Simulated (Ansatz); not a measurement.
CdSe (F-43m) under hydrostatic pressure: band gap by PBEsol with spin-orbit coupling, rigid bands (plane waves, PAW; Ansatz, a quantum-chemistry and plane-wave program). The unloaded cell, whose axes the loads refer to:

```
CELL_PARAMETERS angstrom
      0.00000     3.04073     3.04073
      3.04073     0.00000     3.04073
      3.04073     3.04073     0.00000
ATOMIC_POSITIONS crystal
  Cd 0.00000 0.00000 0.00000
  Se 0.75000 0.75000 0.75000
```

| hydrostatic pressure (GPa) | volume per atom (Å³) | band gap (eV) |
|---|---|---|
| -2 | 29.34 | 0.28 |
| 0 | 28.11 | 0.36 |
| 2 | 27.14 | 0.43 |
| 5 | 25.97 | ? |
| 10 | 24.48 | 0.62 |

### Question
Fit a straight line to band gap against the load over the rows given, and predict the row at 5 GPa.

### Answer
The means are x̄ = 2.500 GPa and ȳ = 0.4225; Σ(x − x̄)(y − ȳ) = 2.275 and Σ(x − x̄)² = 83.00, so the slope is 27.4 meV per GPa, and the rows given lie within 21 meV of the line. At 5 GPa the line gives 0.49 eV; the calculation gives 0.51 eV, 3.7 % from it, so the trend bends or changes character over this range.

### Question
With all rows, what volume deformation potential dE_g/d ln V follows?

### Answer
A line through E_g against ln V has the slope -1.9 eV, so the gap opens under compression.

 Stresses and pressures are the targets of the relaxation. Gaps are resolved to about 0.01 eV. The structure type is held at every load. Geometry: cell and atoms relaxed with PBEsol.
